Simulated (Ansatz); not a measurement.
# Ge well of 12 atomic layers along [001] in random Si0.2Ge0.8, interfaces graded over 8 layers

Prepared with Tersoff's 1989 multicomponent potential (SiCGe.tersoff) (LAMMPS): minimisation. Geometry as solved with PBE, support functions at accuracy medium on the grid of 370 eV (Ansatz, a quantum-chemistry and plane-wave program).

```xyz
648
Lattice="17.11 0.00 0.00 0.00 17.11 0.00 0.00 0.00 51.72" Properties=species:S:1:pos:R:3 pbc="T T T"
Si     0.03     0.04     0.01
Si     1.44     1.41     1.39
Si     2.82     2.82     0.03
Ge     4.24     4.26     1.41
Ge     2.83     0.02     2.86
Si     4.24     1.43     4.29
Ge     0.02     2.78     2.85
Ge     1.44     4.26     4.28
Si     0.04     0.04     5.70
Si     1.38     1.43     7.12
Ge     2.86     2.82     5.75
Si     4.27     4.26     7.13
Ge     2.80     0.03     8.54
Ge     4.26     1.43     9.99
Si     0.02     2.82     8.52
Ge     1.41     4.23     9.95
Ge    -0.01     0.01    11.45
Ge     1.40     1.44    12.92
Ge     2.83     2.85    11.45
Ge     4.27     4.29    12.87
Ge     2.84     0.00    14.32
Ge     4.27     1.42    15.77
Si     0.01     2.85    14.33
Ge     1.41     4.25    15.75
Ge     0.04     0.02    17.24
Si     1.45     1.40    18.68
Ge     2.82     2.82    17.23
Ge     4.26     4.27    18.65
Si     2.83     0.01    20.06
Ge     4.24     1.39    21.51
Ge     0.04     2.81    20.08
Ge     1.42     4.27    21.54
Ge     0.01     0.00    22.99
Ge     1.43     1.43    24.45
Ge     2.85     2.84    22.98
Ge     4.28     4.27    24.44
Ge     2.85     0.00    25.90
Ge     4.28     1.43    27.35
Ge     0.00     2.85    25.90
Ge     1.43     4.28    27.35
Ge     0.00     0.00    28.81
Ge     1.43     1.43    30.26
Ge     2.85     2.85    28.80
Ge     4.28     4.28    30.25
Ge     2.86     0.02    31.72
Ge     4.25     1.46    33.20
Ge     0.02     2.85    31.72
Ge     1.46     4.24    33.20
Ge     0.02     0.02    34.62
Si     1.45     1.45    36.00
Si     2.84     2.84    34.65
Si     4.24     4.24    36.00
Ge     2.79     0.00    37.44
Ge     4.26     1.40    38.88
Ge     0.02     2.83    37.42
Ge     1.44     4.26    38.87
Ge     0.01    -0.01    40.28
Ge     1.42     1.42    41.76
Ge     2.86     2.85    40.33
Ge     4.30     4.31    41.72
Ge     2.83    -0.05    43.20
Ge     4.25     1.42    44.59
Si     0.00     2.83    43.15
Ge     1.39     4.25    44.56
Si     0.04     0.00    46.00
Si     1.39     1.39    47.40
Ge     2.81     2.82    46.04
Ge     4.30     4.24    47.46
Ge     2.83     0.05    48.84
Ge     4.25     1.48    50.31
Ge     0.02     2.81    48.83
Ge     1.45     4.23    50.31
Ge     0.02     5.68     0.01
Ge     1.41     7.15     1.45
Ge     2.86     8.55    -0.01
Ge     4.29     9.96     1.44
Ge     2.87     5.73     2.88
Si     4.28     7.12     4.30
Si     0.00     8.54     2.86
Ge     1.41     9.94     4.26
Ge     0.01     5.71     5.71
Ge     1.46     7.13     7.14
Ge     2.91     8.57     5.70
Si     4.26    10.03     7.14
Ge     2.88     5.67     8.55
Ge     4.27     7.15     9.99
Ge     0.04     8.57     8.59
Si     1.47    10.01     9.96
Ge     0.00     5.68    11.43
Ge     1.42     7.13    12.86
Ge     2.83     8.60    11.42
Ge     4.25    10.01    12.92
Ge     2.85     5.70    14.32
Ge     4.28     7.13    15.77
Ge     0.00     8.57    14.30
Ge     1.45    10.01    15.73
Ge     0.00     5.70    17.20
Ge     1.43     7.13    18.65
Ge     2.85     8.56    17.20
Ge     4.28     9.99    18.64
Ge     2.85     5.71    20.10
Ge     4.28     7.14    21.55
Ge     0.00     8.55    20.10
Ge     1.43     9.98    21.55
Ge     0.00     5.70    23.00
Ge     1.43     7.12    24.45
Ge     2.85     8.56    23.00
Ge     4.28     9.98    24.45
Ge     2.85     5.69    25.90
Ge     4.28     7.12    27.35
Ge     0.00     8.55    25.90
Ge     1.42     9.98    27.35
Ge     0.00     5.70    28.80
Ge     1.43     7.12    30.26
Ge     2.85     8.54    28.80
Ge     4.27     9.97    30.25
Ge     2.85     5.69    31.71
Ge     4.27     7.12    33.16
Ge     0.00     8.56    31.70
Ge     1.41    10.00    33.15
Ge     0.00     5.71    34.59
Ge     1.40     7.15    36.05
Ge     2.84     8.56    34.58
Ge     4.26     9.98    36.03
Ge     2.87     5.68    37.43
Ge     4.30     7.10    38.90
Si    -0.01     8.58    37.44
Ge     1.39     9.96    38.88
Ge     0.00     5.69    40.29
Ge     1.40     7.15    41.74
Ge     2.87     8.56    40.32
Si     4.29     9.98    41.73
Ge     2.84     5.71    43.17
Ge     4.24     7.16    44.61
Ge    -0.05     8.58    43.18
Ge     1.45     9.97    44.62
Ge    -0.03     5.74    45.97
Ge     1.45     7.13    47.41
Si     2.85     8.56    46.03
Ge     4.27     9.95    47.44
Ge     2.87     5.69    48.86
Ge     4.32     7.15    50.27
Ge     0.00     8.54    48.86
Ge     1.43     9.99    50.29
Ge     0.01    11.42     0.02
Ge     1.44    12.87     1.45
Ge     2.86    14.31     0.02
Si     4.25    15.70     1.45
Ge     2.86    11.40     2.86
Ge     4.28    12.82     4.32
Ge     0.03    14.32     2.90
Si     1.41    15.74     4.31
Ge     0.00    11.39     5.72
Ge     1.45    12.79     7.17
Ge     2.81    14.28     5.70
Ge     4.25    15.70     7.13
Si     2.86    11.36     8.55
Ge     4.24    12.79     9.97
Ge     0.00    14.24     8.57
Ge     1.42    15.68    10.02
Ge     0.06    11.39    11.41
Ge     1.46    12.80    12.92
Ge     2.85    14.24    11.44
Ge     4.27    15.67    12.88
Si     2.88    11.44    14.35
Si     4.27    12.80    15.74
Ge     0.01    14.25    14.33
Ge     1.44    15.67    15.78
Ge     0.00    11.40    17.19
Ge     1.43    12.83    18.64
Ge     2.89    14.22    17.18
Ge     4.24    15.70    18.67
Ge     2.85    11.41    20.09
Ge     4.28    12.83    21.55
Ge     0.02    14.27    20.09
Ge     1.45    15.72    21.51
Ge     0.00    11.41    23.00
Ge     1.43    12.84    24.44
Ge     2.85    14.27    22.98
Ge     4.28    15.68    24.45
Ge     2.85    11.41    25.90
Ge     4.28    12.83    27.36
Ge     0.00    14.26    25.90
Ge     1.42    15.68    27.35
Ge     0.00    11.41    28.79
Ge     1.42    12.84    30.25
Ge     2.85    14.27    28.81
Ge     4.28    15.69    30.26
Ge     2.84    11.40    31.69
Ge     4.27    12.82    33.14
Ge    -0.01    14.25    31.72
Ge     1.43    15.69    33.16
Ge    -0.03    11.39    34.64
Ge     1.40    12.86    36.06
Ge     2.85    14.25    34.59
Ge     4.27    15.68    36.04
Ge     2.84    11.42    37.47
Ge     4.29    12.84    38.91
Si     0.02    14.28    37.48
Si     1.39    15.68    38.85
Ge    -0.05    11.38    40.36
Ge     1.42    12.83    41.75
Ge     2.81    14.29    40.28
Ge     4.29    15.65    41.74
Ge     2.89    11.38    43.14
Ge     4.30    12.85    44.56
Ge     0.01    14.27    43.21
Si     1.39    15.69    44.63
Ge     0.02    11.45    46.04
Si     1.43    12.85    47.43
Ge     2.81    14.26    46.00
Ge     4.26    15.68    47.43
Ge     2.83    11.44    48.83
Ge     4.27    12.84    50.30
Ge     0.02    14.27    48.83
Ge     1.41    15.73    50.31
Ge     5.64    -0.01     0.02
Ge     7.09     1.43     1.42
Ge     8.51     2.88    -0.02
Ge     9.97     4.27     1.47
Ge     8.56     0.01     2.83
Ge    10.00     1.45     4.26
Ge     5.65     2.84     2.88
Ge     7.12     4.31     4.25
Ge     5.67     0.03     5.68
Ge     7.11     1.45     7.13
Ge     8.55     2.87     5.69
Ge     9.98     4.28     7.16
Ge     8.56     0.03     8.59
Si     9.98     1.42    10.00
Ge     5.68     2.89     8.55
Ge     7.13     4.29    10.01
Ge     5.70    -0.01    11.43
Ge     7.13     1.42    12.87
Ge     8.57     2.83    11.42
Ge     9.98     4.27    12.87
Ge     8.54    -0.03    14.32
Ge     9.98     1.41    15.76
Ge     5.70     2.85    14.31
Ge     7.12     4.27    15.77
Ge     5.70     0.00    17.22
Ge     7.13     1.42    18.66
Ge     8.55     2.84    17.21
Ge     9.98     4.28    18.65
Ge     8.55     0.00    20.11
Ge     9.98     1.42    21.55
Ge     5.69     2.84    20.10
Ge     7.12     4.27    21.55
Ge     5.69    -0.01    22.98
Ge     7.12     1.42    24.43
Ge     8.55     2.85    23.00
Ge     9.98     4.28    24.45
Ge     8.55     0.00    25.89
Ge     9.97     1.42    27.35
Ge     5.70     2.85    25.89
Ge     7.13     4.28    27.35
Ge     5.70     0.00    28.80
Ge     7.12     1.43    30.26
Ge     8.54     2.85    28.80
Ge     9.97     4.28    30.25
Ge     8.55     0.00    31.69
Ge     9.98     1.42    33.14
Ge     5.70     2.86    31.72
Ge     7.13     4.27    33.17
Ge     5.70     0.01    34.60
Ge     7.15     1.40    36.07
Ge     8.56     2.83    34.61
Ge     9.99     4.28    36.03
Si     8.53    -0.03    37.51
Ge     9.97     1.38    38.90
Ge     5.66     2.86    37.43
Ge     7.09     4.29    38.90
Ge     5.73    -0.02    40.29
Ge     7.15     1.42    41.74
Ge     8.58     2.88    40.33
Si    10.00     4.31    41.71
Ge     8.59    -0.04    43.14
Ge    10.00     1.42    44.58
Ge     5.70     2.85    43.16
Ge     7.15     4.28    44.58
Ge     5.70     0.00    46.01
Ge     7.09     1.45    47.48
Ge     8.56     2.84    46.03
Ge     9.98     4.28    47.46
Ge     8.55     0.02    48.88
Ge     9.98     1.45    50.31
Si     5.71     2.87    48.91
Si     7.10     4.26    50.26
Ge     5.72     5.66    -0.03
Ge     7.17     7.10     1.42
Si     8.54     8.54     0.00
Ge     9.93     9.95     1.41
Si     8.55     5.70     2.85
Ge     9.95     7.10     4.27
Ge     5.70     8.50     2.89
Ge     7.07     9.99     4.34
Ge     5.65     5.69     5.71
Ge     7.09     7.13     7.14
Ge     8.55     8.55     5.73
Ge    10.01     9.95     7.19
Ge     8.55     5.73     8.58
Ge    10.02     7.16     9.98
Ge     5.66     8.61     8.54
Ge     7.12     9.99    10.01
Ge     5.70     5.73    11.45
Ge     7.13     7.15    12.89
Ge     8.57     8.56    11.43
Ge     9.98    10.00    12.88
Ge     8.55     5.70    14.32
Ge     9.97     7.15    15.77
Ge     5.71     8.59    14.34
Si     7.11     9.99    15.76
Ge     5.69     5.70    17.21
Ge     7.12     7.13    18.65
Ge     8.51     8.59    17.19
Ge     9.97     9.99    18.65
Ge     8.55     5.70    20.10
Ge     9.98     7.13    21.55
Ge     5.70     8.57    20.10
Ge     7.13     9.99    21.55
Ge     5.70     5.71    23.00
Ge     7.13     7.13    24.45
Ge     8.55     8.55    23.00
Ge     9.98     9.99    24.44
Ge     8.55     5.70    25.90
Ge     9.98     7.13    27.35
Ge     5.70     8.55    25.90
Ge     7.13     9.98    27.36
Ge     5.71     5.70    28.81
Ge     7.13     7.12    30.26
Ge     8.56     8.55    28.81
Ge     9.99     9.97    30.27
Ge     8.57     5.72    31.73
Si     9.98     7.12    33.14
Ge     5.70     8.55    31.70
Ge     7.13     9.97    33.14
Ge     5.66     5.66    34.61
Ge     7.12     7.12    36.02
Ge     8.58     8.52    34.55
Ge     9.98     9.97    36.02
Ge     8.55     5.70    37.47
Ge    10.02     7.10    38.92
Ge     5.70     8.56    37.46
Ge     7.13     9.99    38.90
Si     5.70     5.70    40.30
Ge     7.09     7.10    41.71
Ge     8.56     8.55    40.32
Ge     9.95    10.02    41.76
Ge     8.58     5.70    43.13
Ge     9.96     7.17    44.61
Ge     5.68     8.57    43.14
Ge     7.17     9.99    44.55
Ge     5.70     5.71    46.01
Ge     7.12     7.18    47.43
Si     8.54     8.57    46.00
Ge     9.95     9.99    47.40
Ge     8.51     5.69    48.88
Ge     9.95     7.12    50.32
Si     5.71     8.57    48.85
Ge     7.16     9.94    50.26
Ge     5.71    11.38    -0.02
Ge     7.11    12.84     1.42
Ge     8.55    14.24    -0.02
Ge     9.99    15.67     1.41
Ge     8.52    11.40     2.87
Ge     9.98    12.82     4.29
Ge     5.66    14.28     2.83
Ge     7.11    15.70     4.26
Si     5.65    11.40     5.76
Ge     7.10    12.80     7.13
Ge     8.53    14.25     5.70
Ge     9.96    15.68     7.15
Ge     8.58    11.42     8.61
Si     9.98    12.82    10.02
Ge     5.68    14.25     8.56
Ge     7.13    15.66    10.00
Ge     5.68    11.41    11.45
Ge     7.12    12.83    12.89
Ge     8.57    14.22    11.43
Ge     9.99    15.67    12.86
Ge     8.53    11.38    14.35
Ge     9.98    12.83    15.75
Ge     5.67    14.23    14.35
Ge     7.11    15.66    15.77
Ge     5.70    11.41    17.15
Ge     7.12    12.83    18.64
Ge     8.56    14.26    17.21
Ge     9.98    15.67    18.67
Ge     8.57    11.44    20.12
Si     9.97    12.83    21.55
Ge     5.69    14.26    20.09
Ge     7.14    15.67    21.55
Ge     5.70    11.41    23.00
Ge     7.13    12.83    24.45
Ge     8.58    14.23    22.98
Ge     9.98    15.67    24.44
Ge     8.55    11.40    25.90
Ge     9.98    12.82    27.35
Ge     5.71    14.26    25.90
Ge     7.13    15.68    27.35
Ge     5.70    11.40    28.80
Ge     7.13    12.83    30.25
Ge     8.56    14.26    28.80
Ge     9.99    15.68    30.26
Ge     8.55    11.41    31.70
Ge     9.98    12.84    33.15
Ge     5.70    14.26    31.70
Ge     7.12    15.69    33.14
Ge     5.70    11.40    34.59
Ge     7.12    12.84    36.02
Ge     8.55    14.27    34.59
Ge     9.94    15.71    36.06
Ge     8.55    11.41    37.45
Ge     9.97    12.85    38.90
Ge     5.74    14.29    37.49
Si     7.16    15.69    38.89
Ge     5.72    11.43    40.38
Si     7.13    12.85    41.79
Ge     8.54    14.29    40.35
Si    10.02    15.70    41.71
Si     8.53    11.45    43.13
Ge     9.97    12.82    44.53
Si     5.72    14.23    43.14
Ge     7.11    15.64    44.55
Ge     5.71    11.39    46.00
Ge     7.15    12.79    47.47
Ge     8.55    14.23    46.01
Ge     9.97    15.69    47.42
Si     8.56    11.37    48.85
Ge     9.96    12.80    50.25
Ge     5.70    14.25    48.86
Ge     7.11    15.69    50.30
Ge    11.43     0.01     0.01
Ge    12.82     1.47     1.46
Ge    14.24     2.87    -0.03
Ge    15.69     4.25     1.43
Ge    14.30     0.05     2.89
Si    15.75     1.39     4.31
Si    11.40     2.87     2.86
Ge    12.83     4.25     4.27
Ge    11.40     0.00     5.71
Ge    12.84     1.42     7.14
Ge    14.31     2.81     5.68
Ge    15.72     4.25     7.15
Ge    14.28    -0.01     8.57
Ge    15.72     1.45     9.97
Ge    11.39     2.83     8.60
Ge    12.84     4.28    10.01
Ge    11.39     0.02    11.42
Ge    12.84     1.42    12.87
Ge    14.29     2.85    11.44
Ge    15.72     4.25    12.91
Ge    14.27     0.00    14.33
Ge    15.73     1.45    15.75
Ge    11.41     2.85    14.32
Ge    12.83     4.29    15.76
Ge    11.40    -0.02    17.21
Ge    12.84     1.42    18.64
Ge    14.27     2.85    17.20
Ge    15.70     4.26    18.66
Ge    14.25    -0.01    20.10
Ge    15.69     1.42    21.54
Ge    11.41     2.85    20.10
Ge    12.83     4.27    21.55
Ge    11.41     0.00    23.00
Ge    12.84     1.43    24.45
Ge    14.26     2.85    23.00
Ge    15.68     4.28    24.45
Ge    14.26     0.00    25.90
Ge    15.69     1.42    27.36
Ge    11.41     2.85    25.90
Ge    12.83     4.27    27.36
Ge    11.41     0.00    28.80
Ge    12.83     1.42    30.25
Ge    14.27     2.85    28.81
Ge    15.69     4.28    30.26
Ge    14.25    -0.01    31.71
Ge    15.69     1.42    33.15
Ge    11.40     2.85    31.69
Ge    12.82     4.29    33.13
Ge    11.40     0.00    34.60
Ge    12.84     1.43    36.02
Ge    14.25     2.86    34.58
Ge    15.68     4.28    36.03
Ge    14.25    -0.01    37.47
Ge    15.67     1.45    38.89
Ge    11.41     2.84    37.48
Ge    12.83     4.27    38.96
Si    11.37    -0.02    40.33
Ge    12.82     1.41    41.70
Si    14.26     2.83    40.32
Ge    15.68     4.22    41.74
Ge    14.24    -0.02    43.18
Ge    15.74     1.41    44.58
Ge    11.39     2.88    43.11
Ge    12.83     4.27    44.58
Ge    11.46    -0.02    46.00
Ge    12.88     1.40    47.47
Ge    14.28     2.83    46.01
Ge    15.68     4.28    47.44
Si    14.30    -0.02    48.85
Ge    15.69     1.38    50.29
Ge    11.44     2.86    48.89
Si    12.83     4.28    50.30
Ge    11.41     5.67    -0.01
Ge    12.84     7.12     1.41
Ge    14.27     8.56     0.00
Ge    15.72     9.96     1.45
Ge    14.27     5.70     2.86
Ge    15.68     7.16     4.29
Ge    11.39     8.53     2.85
Ge    12.85     9.95     4.31
Ge    11.42     5.70     5.72
Ge    12.85     7.18     7.14
Si    14.27     8.55     5.71
Ge    15.66     9.95     7.13
Ge    14.27     5.70     8.56
Ge    15.69     7.14    10.01
Si    11.45     8.58     8.60
Si    12.79     9.97     9.99
Ge    11.41     5.71    11.44
Ge    12.84     7.13    12.88
Ge    14.22     8.58    11.41
Ge    15.68     9.99    12.84
Ge    14.28     5.71    14.32
Ge    15.69     7.14    15.77
Ge    11.41     8.56    14.32
Ge    12.84     9.99    15.75
Ge    11.40     5.71    17.21
Ge    12.84     7.13    18.65
Ge    14.26     8.56    17.21
Ge    15.69     9.98    18.65
Ge    14.27     5.69    20.10
Ge    15.68     7.13    21.55
Ge    11.40     8.55    20.09
Ge    12.82     9.99    21.54
Ge    11.40     5.70    23.00
Ge    12.83     7.13    24.45
Ge    14.25     8.56    23.00
Ge    15.68     9.98    24.44
Ge    14.25     5.70    25.91
Ge    15.68     7.13    27.36
Ge    11.40     8.56    25.89
Ge    12.83     9.98    27.35
Ge    11.40     5.71    28.80
Ge    12.82     7.13    30.26
Ge    14.25     8.56    28.81
Ge    15.68     9.99    30.25
Ge    14.26     5.71    31.70
Ge    15.69     7.13    33.14
Ge    11.39     8.52    31.74
Ge    12.84     9.97    33.16
Ge    11.38     5.73    34.56
Ge    12.84     7.12    36.02
Ge    14.30     8.57    34.62
Si    15.72     9.95    36.05
Ge    14.25     5.70    37.48
Ge    15.70     7.17    38.87
Ge    11.42     8.55    37.47
Ge    12.85    10.00    38.89
Si    11.40     5.68    40.35
Ge    12.80     7.12    41.73
Ge    14.27     8.59    40.35
Si    15.64    10.01    41.79
Ge    14.28     5.71    43.17
Si    15.67     7.14    44.57
Ge    11.42     8.60    43.19
Si    12.87    10.00    44.55
Ge    11.39     5.71    46.01
Ge    12.83     7.13    47.43
Ge    14.26     8.56    45.96
Ge    15.69     9.98    47.42
Ge    14.23     5.68    48.89
Ge    15.69     7.10    50.30
Ge    11.37     8.55    48.86
Ge    12.82     9.98    50.28
Ge    11.39    11.40     0.00
Ge    12.84    12.83     1.42
Ge    14.29    14.28    -0.01
Ge    15.73    15.74     1.41
Ge    14.27    11.40     2.86
Ge    15.70    12.85     4.29
Ge    11.42    14.25     2.86
Ge    12.85    15.69     4.28
Ge    11.41    11.39     5.73
Ge    12.83    12.83     7.17
Ge    14.27    14.27     5.73
Ge    15.74    15.72     7.10
Ge    14.23    11.36     8.60
Ge    15.68    12.81    10.02
Ge    11.37    14.24     8.60
Ge    12.83    15.67    10.01
Ge    11.42    11.42    11.41
Si    12.82    12.81    12.86
Ge    14.23    14.22    11.47
Ge    15.68    15.67    12.88
Ge    14.24    11.43    14.27
Ge    15.67    12.83    15.76
Ge    11.43    14.22    14.28
Ge    12.83    15.67    15.75
Ge    11.41    11.41    17.21
Ge    12.83    12.84    18.67
Ge    14.26    14.26    17.22
Ge    15.69    15.69    18.65
Ge    14.26    11.41    20.10
Ge    15.69    12.84    21.55
Ge    11.38    14.23    20.13
Ge    12.82    15.67    21.55
Ge    11.37    11.43    22.97
Ge    12.82    12.83    24.43
Ge    14.26    14.26    23.00
Ge    15.69    15.68    24.44
Ge    14.25    11.41    25.89
Ge    15.68    12.83    27.34
Ge    11.41    14.25    25.90
Ge    12.83    15.68    27.35
Ge    11.41    11.40    28.81
Ge    12.83    12.83    30.25
Ge    14.26    14.25    28.80
Ge    15.68    15.68    30.26
Ge    14.25    11.41    31.71
Ge    15.65    12.84    33.19
Ge    11.42    14.26    31.71
Ge    12.86    15.66    33.19
Ge    11.42    11.41    34.59
Ge    12.87    12.86    36.00
Si    14.28    14.27    34.60
Ge    15.70    15.65    36.05
Ge    14.30    11.40    37.42
Ge    15.72    12.85    38.86
Ge    11.41    14.27    37.46
Ge    12.80    15.70    38.93
Ge    11.41    11.42    40.32
Ge    12.87    12.80    41.78
Ge    14.26    14.24    40.31
Ge    15.69    15.68    41.74
Si    14.26    11.37    43.19
Ge    15.64    12.83    44.59
Ge    11.43    14.30    43.15
Si    12.86    15.66    44.60
Ge    11.44    11.39    45.95
Ge    12.85    12.87    47.38
Si    14.24    14.29    45.97
Ge    15.68    15.70    47.38
Ge    14.25    11.42    48.84
Ge    15.70    12.84    50.28
Ge    11.40    14.26    48.84
Ge    12.86    15.71    50.26
```
